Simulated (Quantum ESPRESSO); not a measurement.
Quantum ESPRESSO run on SrAlGe (P1, 3 atoms in the cell): self-consistent single point.

Method of the run: PBEsol, GBRV 1.5 ultrasoft (PBESOL) pseudopotentials (plane waves; Quantum ESPRESSO).

The change in words: atoms moved at random. Reference geometry:
```yaml
crystal:
  lattice:
    - [4.37730, 0.00000, 0.00000]
    - [-2.18865, 3.79085, 0.00000]
    - [0.00000, 0.00000, 4.86887]
  atoms:
    - { symbol: Sr, position: [0.00000, 0.00000, 0.00000] }
    - { symbol: Al, position: [0.66667, 0.33333, 0.50000] }
    - { symbol: Ge, position: [0.33333, 0.66667, 0.50000] }
```

Reference input (self-consistent single point, DFT, PBEsol, plane waves, GBRV 1.5 ultrasoft (PBESOL) pseudopotentials): ecutwfc = 50 Ry; ecutrho = 250 Ry; occupations = smearing; smearing = gaussian; degauss = 0.0147 Ry; potentials = {Sr: sr_pbesol_v1.uspp.F.UPF, Al: al_pbesol_v1.uspp.F.UPF, Ge: ge_pbesol_v1.4.uspp.F.UPF}; K_POINTS = automatic 9 9 7 0 0 0; conv_thr = 1e-09 Ry; mixing_beta = 0.7. This run's input differs from it in these lines:

```diff
@@ -10,5 +10,3 @@
 &SYSTEM
-  ibrav = 4,
-  celldm(1) = 8.2718879859,
-  celldm(3) = 1.112300274524,
+  ibrav = 0,
   nat = 3,
@@ -30,7 +28,11 @@
 ATOMIC_POSITIONS {crystal}
-Sr    0.0000000000    0.0000000000    0.0000000000
-Al    0.6666666667    0.3333333333    0.5000000000
-Ge    0.3333333333    0.6666666667    0.5000000000
+Sr   -0.0064470000    0.0008400000   -0.0020140000
+Al    0.6606200000    0.3263270000    0.5080180000
+Ge    0.3458270000    0.6728330000    0.4939960000
 K_POINTS {automatic}
 9 9 7  0 0 0
+CELL_PARAMETERS {angstrom}
+   4.3772950000     0.0000000000     0.0000000000
+  -2.1886470000     3.7908480000     0.0000000000
+   0.0000000000     0.0000000000     4.8688660000
```

The program printed (abridged):

```
     Self-consistent Calculation

     iteration #  1     ecut=    50.00 Ry     beta= 0.70

---- Real-time Memory Report at c_bands before calling an iterative solver
           323 MiB given to the printing process from OS
           289 MiB allocation reported by mallinfo(arena+hblkhd)
------------------

     Threshold (ethr) on eigenvalues was too large:
     Diagonalizing with lowered threshold

---- Real-time Memory Report at c_bands before calling an iterative solver
           450 MiB given to the printing process from OS
           321 MiB allocation reported by mallinfo(arena+hblkhd)
------------------

   [... lines left out ...]
           461 MiB given to the printing process from OS
           332 MiB allocation reported by mallinfo(arena+hblkhd)
------------------

     negative rho (up, down):  6.562E-02 0.000E+00

     total energy              =    -290.01680214 Ry
     estimated scf accuracy    <          1.2E-09 Ry

     iteration #  9     ecut=    50.00 Ry     beta= 0.70

---- Real-time Memory Report at c_bands before calling an iterative solver
           462 MiB given to the printing process from OS
           333 MiB allocation reported by mallinfo(arena+hblkhd)
------------------

     negative rho (up, down):  6.562E-02 0.000E+00
     End of self-consistent calculation

     the Fermi energy is     7.4315 ev

!    total energy              =    -290.01680214 Ry
     estimated scf accuracy    <          5.1E-11 Ry
     smearing contrib. (-TS)   =      -0.00196480 Ry
     internal energy E=F+TS    =    -290.01483734 Ry

     convergence has been achieved in   9 iterations

     negative rho (up, down):  6.562E-02 0.000E+00

     Forces acting on atoms (cartesian axes, Ry/au):

     atom    1 type  1   force =     0.00340200   -0.00065244    0.00219849
     atom    2 type  2   force =     0.01140711    0.01473276   -0.00159145
     atom    3 type  3   force =    -0.01480912   -0.01408033   -0.00060705

     Total force =     0.028008     Total SCF correction =     0.000020

     negative rho (up, down):  6.562E-02 0.000E+00
          total   stress  (Ry/bohr**3)                   (kbar)     P=      -34.24
  -0.00027556  -0.00004330   0.00000267          -40.54       -6.37        0.39
  -0.00004330  -0.00020757   0.00000166           -6.37      -30.53        0.24
   0.00000267   0.00000166  -0.00021525            0.39        0.24      -31.66

   JOB DONE.
```

The run converged in 9 iterations. Against the reference run the free energy goes up by 7.1 meV/atom, the pressure goes from -3.53 to -3.42 GPa and the largest force goes from 0.000 to 0.526 eV/Å. The full log also holds: “c_bands:  1 eigenvalues not converged”.

The starting cell comes from a database of computed structures (which also holds hypothetical and non-ambient phases and stackings), without a prior relaxation at this level. Its lattice was rescaled by a random factor within 2.5 % of one. For this run, on top of that: atoms moved at random. With a pressure of about -3 GPa the cell is away from its equilibrium volume at this level.

Cost on one core of a shared machine: roughly 4 min.
